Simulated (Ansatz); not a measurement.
Fluorite PbF2 (high-temperature phase)

All values below come from PBEsol in Ansatz (plane waves, PAW).

Numerical settings: plane-wave cutoff 520 eV, 10×10×10 k mesh, Fermi–Dirac smearing 0.01 eV, scalar-relativistic PAW data made under PBE.

Cell: relaxed at this level.

```yaml
equilibrium_volume_per_atom: 17.10 Å³/atom
bulk_modulus: 76.3 GPa
equilibrium_lattice_constant_a: 5.899 Å
band_gap: 4.31 eV
smallest_direct_gap_on_the_k_points_sampled: 4.46 eV
direct gap at Γ: 8.77 eV
pressure derivative B′ of the bulk modulus: 4.8
```

Measured, for comparison: equilibrium volume per atom 17.46 Å³/atom, bulk modulus 64 GPa, lattice constant a 5.94 Å (temperature not stated, no zero-point or thermal correction; as tabulated in Cadelano and Cappellini (2011), arXiv:1107.5962). Computed (rounded) less measured: equilibrium volume per atom -2.1 %, bulk modulus +19 %, lattice constant a -0.7 %. A static lattice is as a rule a little smaller and stiffer than an uncorrected measurement, which narrows the difference in the lattice constant a and would widen misses of the other sign.

Spin–orbit coupling is not included; with these elements it can move the gap by several tenths of an eV or more.

Static lattice: no zero-point or thermal effects.

Ansatz is an electronic-structure program.
